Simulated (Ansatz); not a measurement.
Consider this model of amorphous Hf$_{24}$O$_{24}$.

```xyz
48
Lattice="9.1421 -0.3286 0.2187 -0.3286 8.3107 -0.0993 0.2187 -0.0993 9.1433" Properties=species:S:1:pos:R:3 pbc="T T T"
Hf     1.3573     3.0771     2.3662
Hf     8.7293     3.3512     9.2365
Hf     6.4142     1.6359     5.1994
Hf     7.0285     6.4466     0.6309
Hf     0.7397     6.4608     7.4645
Hf     8.2158     7.8188     4.3834
Hf     7.2407     4.0814     3.0173
Hf     3.5787     0.3142     6.6448
Hf     1.0376     0.4534     0.4828
Hf     4.1821     5.4898     7.0747
Hf     6.0331     7.7299     7.0590
Hf     5.1949     6.8760     3.6651
Hf     3.9530     7.9916     0.4144
Hf     0.6231     2.9834     5.4036
Hf     8.8017     0.7566     7.6556
Hf     5.5802     2.2051     8.0697
Hf     2.3614     2.8782     8.1282
Hf     3.8602     3.0335     4.9834
Hf     7.3830     4.9155     6.1706
Hf     7.1108     1.0934     1.3670
Hf     4.4340     3.5302     1.7047
Hf     1.1690     6.0233     1.4995
Hf     2.0490     5.5149     4.4869
Hf     2.5548     0.4511     3.5440
O      7.1700     5.8913     4.2044
O      5.3801     6.3042     8.6342
O      8.4360     2.5902     2.1495
O      4.2376     3.7771     8.8099
O      2.6175     4.0125     6.3758
O      0.9032     7.0382     3.5676
O      8.2779     7.8402     1.8684
O      6.9063     0.4503     3.6318
O      5.6082     5.2325     2.2022
O      7.8055     3.2208     4.8654
O      3.2730     2.3159     3.0480
O      5.5715     2.9897     3.5991
O      2.4316     6.6493     6.2787
O      5.6046     3.7710     6.4435
O      7.9428     5.0884     8.1527
O      5.0190     1.6126     1.0144
O      0.3640     5.1297     5.7129
O      4.1299     5.3283     4.7025
O      5.6703     7.6412     1.6348
O      8.3171     5.1423     1.5985
O      0.6835     1.4904     3.8114
O      3.4342     7.3438     2.6418
O      2.6953     4.7728     2.3088
O      8.2505     7.0546     6.4251
```

Method: PBE, scalar-relativistic without spin-orbit coupling (plane waves to 420 eV, PAW; Ansatz, an electronic-structure program). The usual formal charges leave 48 electrons over, so the level spacing at the Fermi energy parts defect or band states and needn't be the band gap.

It comes from a melt-quench run on a machine-learned potential (CHGNet), relaxed afterwards by DFT. O atoms were pushed apart under 1.9 Å during the dynamics, to hinder bonds among them. The hot cell started wider than the set density and was brought back towards it in steps. It is the lowest in DFT energy of 3 quenches. It is a model cell: composition and starting density were chosen by hand, and all elements were melted together. No dispersion term was used. Its density started from a set value of 13.07 and ended at 11.18 g/cm³. Cooling (nominally 360 K/ps over its main leg) ran many orders faster than in experiment, which tends to leave more defects and strain. One small periodic cell is one sample of the glass; other quenches scatter about these values. Volume and shape were free in the relaxation. On a 2×2×2 Γ-centred mesh force components of up to 0.19 eV/Å stay, since the relaxation ran on one k-point at (1/4, 1/4, 1/4).

Bonds are counted up to Hf-Hf 3.34 Å, Hf-O 2.68 Å, O-O 1.58 Å. Two cations that share two anions don't count as bonded, nor two that share one unless they lie closer than Hf-Hf 3.25 Å.

Question: Give the coordination numbers, mean bond lengths and angles.

Answer: 
```
Item                                                                                                                                         Result
---------------------------------  ----------------------------------------------------------------------------------------------------------------
Mean coordination of Hf by anions  4.08 (3 with 1, 2 with 2, 3 with 3, 6 with 4, 2 with 5, 8 with 6); 66 close contacts or bonds to cations besides
Mean coordination of O                                                                                         4.08 (1 with 3, 20 with 4, 3 with 5)
Mean Hf-O bond                                                                                                 2.205 Å (spread 0.113 Å, 98 counted)
Mean Hf-Hf close contact                                                                                       3.114 Å (spread 0.139 Å, 33 counted)
Bond angle at Hf                                                                                                          mean 100.0°, spread 32.3°
Bond angle at O                                                                                                           mean 108.0°, spread 19.1°
```
